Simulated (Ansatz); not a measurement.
## Pt in the fcc (Cu type) structure (space group Fm-3m, No. 225)

```cif
data_Pt
_chemical_formula_sum 'Pt1'
_space_group_name_H-M_alt 'P 1'
_space_group_IT_number 1
_cell_length_a 2.77063
_cell_length_b 2.77063
_cell_length_c 2.77063
_cell_angle_alpha 60.000
_cell_angle_beta 60.000
_cell_angle_gamma 60.000
loop_
_space_group_symop_operation_xyz
  'x, y, z'
loop_
_atom_site_label
_atom_site_type_symbol
_atom_site_fract_x
_atom_site_fract_y
_atom_site_fract_z
_atom_site_occupancy
Pt1 Pt 0.00000 0.00000 0.00000 1
```

All numbers come from PBEsol in Ansatz (plane waves to 420 eV, PAW, no SOC). Settings: 20×20×20 k-points, 0.05 eV Fermi–Dirac smearing.

Volume per atom: 15.04 Å³
Density: 21.54 g/cm³
Band gap: zero
Total energy: -12383.821 eV/atom (σ→0; compares only within this code and set-up)

Stability against distortions was not tested. The final runs are not spin-polarised.

Ansatz is a first-principles code.
